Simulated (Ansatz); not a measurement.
NiAl (Pm-3m), PBEsol, DFPT electron-phonon coupling, linearised Boltzmann equation in Ansatz (a quantum-chemistry and plane-wave program): Condition of this run: hydrostatic pressure 30 GPa (the target of the relaxation). phonon-limited resistivity 3.82 μΩ·cm at 300 K, 5.38 μΩ·cm at 400 K, Drude plasma energy 7.65 eV.

**Question.** What temperature coefficient of resistance follows, and how does it compare with 1/T?

**Answer.** (ρ₄₀₀ − ρ₃₀₀)/(100 K × ρ₃₀₀) = 4.08×10⁻³ K⁻¹, against 1/T = 3.33×10⁻³ K⁻¹ for a resistivity proportional to T. It lies higher because phonons are still being populated at 300 K; impurities would add a constant and lower it.

**Question.** What is the classical skin depth at 10 GHz (nonmagnetic, μ₀ = 1.257×10⁻⁶ H/m)?

**Answer.** δ = √(ρ/(π f μ₀)) = 984 nm.

**Question.** What Drude relaxation time do resistivity and plasma energy imply?

**Answer.** ω_p = 1.16e16 s⁻¹, so τ = 1/(ε₀ ω_p² ρ) = 21.9 fs, a damping ħ/τ of 30.1 meV.

A metal at this level (no band gap). Only scattering by harmonic phonons is included (no impurities, grain boundaries, electron-electron scattering or thermal expansion). Spin-orbit coupling is left out. Halving the electron mesh (32x32x32) moves the resistivity by up to 10 % at 300 K. Smearing 0.20 eV; phonons on a 5x5x5 q mesh, which this run doesn't test.

Treated as nonmagnetic (a ferromagnetic start lost its moment, other orders weren't tried): NiAl (Pm-3m).
